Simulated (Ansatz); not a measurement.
The starting structures come from a database of crystals and need not be the phases stable at ambient conditions.

The decay constant κ of evanescent states in the gap governs leakage through a thin film.

Here is the system:

```
RuP2
1.0
    2.89752     0.00000     0.00000
    0.00000     5.11012     0.00000
    0.00000     0.00000     5.90023
P Ru
4 2
Direct
  0.50000   0.66232   0.87381
  0.50000   0.33768   0.12619
  0.00000   0.16232   0.62619
  0.00000   0.83768   0.37381
  0.50000   0.50000   0.50000
  0.00000   0.00000   0.00000
```

Space group of this cell: Pnnm. The cell is taken as given; by PBEsol its mean pressure is -3.6 GPa.

Transport runs along the normal of the first two printed cell vectors.

The gap is the functional's own. No spin-orbit coupling. Mid-gap values are interpolated on the energy grid.

Task: State the band gap and the smallest decay constant κ at mid-gap according to PBEsol (Ansatz, a first-principles code).

Result: Gap 0.48 eV on a 10×6×6 mesh; κ = 0.095 1/Å, at (0.500, 0.000) of the in-plane reciprocal vectors. At the zone centre, at the nearest computed energy, the slowest state has κ = 0.22 1/Å.
